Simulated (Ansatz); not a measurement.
The reference is Mo in the simple cubic structure (space group Pm-3m, No. 221; a = 2.5719 Å; a hypothetical phase, not in the database extracts checked; relaxed with 0.1 eV smearing). Axes: x, y, z lie along the cube axes.

Calculations: DFT with PBEsol, PAW potentials and a 420 eV plane-wave cutoff in Ansatz (a first-principles code), spin-orbit coupling left out.

One thing is altered: uniaxial strain ε_xx = −4.97 %, all other strain components held at zero, atoms relaxed at fixed cell.

**Question.** Predict the stress tensor and what it implies for the stiffness.

**Answer.** Stress of the strained cell less that of the base (GPa, compression positive):
```
   26.6     0.0     0.0
    0.0     5.7     0.0
    0.0     0.0     5.7
```

Then −Δσ_ii/ε with ε = -0.0497 gives secant stiffness values (nonlinear terms included at this strain): C11 ≈ 535 GPa, C12 ≈ 115 GPa and C13 ≈ 115 GPa.

As a check, the harmonic strain energy −½ V₀ Δσ:ε is 70 meV/atom; the computed energy rise is 66 meV/atom.

No phonon test of stability was made. The final runs are not spin-polarised.
